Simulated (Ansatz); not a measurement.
Mg3Y (Fm-3m), PBEsol, DFPT electron-phonon coupling, linearised Boltzmann equation run with Ansatz (a quantum-chemistry and plane-wave program): phonon-limited resistivity 15.0 μΩ·cm at 300 K, 20.4 μΩ·cm at 400 K, current-weighted mean free path 10.5 nm, Drude plasma energy 4.54 eV.

Question: What temperature coefficient of resistance follows, and how does it compare with 1/T?

Answer: (ρ₄₀₀ − ρ₃₀₀)/(100 K × ρ₃₀₀) = 3.60×10⁻³ K⁻¹, against 1/T = 3.33×10⁻³ K⁻¹ for a resistivity proportional to T. It lies higher because phonons are still being populated at 300 K; impurities would add a constant and lower it.

Question: What is the classical skin depth at 100 GHz (nonmagnetic, μ₀ = 1.257×10⁻⁶ H/m)?

Answer: δ = √(ρ/(π f μ₀)) = 616 nm.

Question: Estimate the electronic thermal conductivity at 300 K by the Wiedemann-Franz law (L₀ = 2.44×10⁻⁸ W·Ω/K²).

Answer: L₀T/ρ = 2.44×10⁻⁸ × 300/(15.0×10⁻⁸) = 48.8 W/(m·K). Inelastic scattering puts the true Lorenz number somewhat under L₀ near and below the Debye temperature.

A metal at this level (no band gap). Only scattering by harmonic phonons is included (no impurities, grain boundaries, electron-electron scattering or thermal expansion). Spin-orbit coupling is left out. Halving the electron mesh (20x20x20) moves the resistivity by up to 5 % at 300 K, the mean free path by up to 10 %. Smearing 0.20 eV; phonons on a 3x3x3 q mesh, which this run doesn't test.

Computed structure with no diffraction record at hand here (it may be known, metastable or hypothetical): Mg3Y (Fm-3m).
